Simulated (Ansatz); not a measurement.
Zn₂InGaO₅ (P6₃/mmc, No. 194, 18 atoms in the cell; start mp-1187872), treated with r²SCAN+SOC in Ansatz (PAW).

Run with plane-wave cutoff 560 eV, 12×12×2 k mesh (along the axes of the cell as run), Fermi–Dirac smearing 0.01 eV, PAW data made under PBE.

Cell (relaxed with PBEsol):

GaInZn2O5 has the hexagonal space group P6₃/mmc (No. 194), Pearson symbol hP18. Lattice parameters: a = b = 3.3022 Å, c = 22.3594 Å, α = β = 90.00°, γ = 120.00°. Zn on 4f is surrounded by 4 O at 1.954–1.996 Å (tetrahedral). In on 2a is coordinated by 6 O at 2.190 Å (octahedral). Ga on 2b is coordinated by 5 O at 1.907–1.967 Å (trigonal bipyramidal). O1 on 4f sees 1 Zn at 1.954 Å and 3 In at 2.190 Å (tetrahedral). O2 on 4e is surrounded by 1 Ga at 1.967 Å and 3 Zn at 1.996 Å (tetrahedral). O3 on 2d has 3 Ga at 1.907 Å (trigonal planar). (Neighbours: up to the widest gap in distance over summed covalent radii, below 1.35, at either atom; cation-cation and far metal-metal contacts left out.)

### Question
Estimate the band gap that the calculation returns.

### Answer

- band gap = 1.79 eV (on the SCF k mesh)

Note: cell and atoms aren't relaxed at this level (largest force component 0.09 eV/Å, pressure -0.2 GPa).

Computed values are for the static lattice.

A start named mp-… is a Materials Project structure, which need not be a measured phase.

Ansatz is a program for electronic structure.
